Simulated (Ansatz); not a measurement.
Take PbTe in the rock salt structure (space group Fm-3m, No. 225; a = 6.442 Å) as the base.

The values are results of PBEsol in Ansatz (plane waves to 420 eV, PAW, without spin-orbit coupling), not measurements.

For the base:

The volume per atom is 33.42 Å³.

Now apply this change: hydrostatic tension (pressure −1 GPa).

### Question
How does this affect the volume per atom?

### Answer
The volume per atom grows by 0.81 Å³ to 34.23 Å³.

### Question
What does the calculation give for the mean gap deformation potential ΔEg/Δln V after the change?

### Answer
The mean gap deformation potential ΔEg/Δln V is +2.1 eV.

Spin-orbit coupling, missing from the scalar runs, can matter with Pb and Te. Load acts through the strain it causes; cell and atoms are relaxed under it. Whether these cells are dynamically stable was not tested.

Ansatz is a first-principles code.
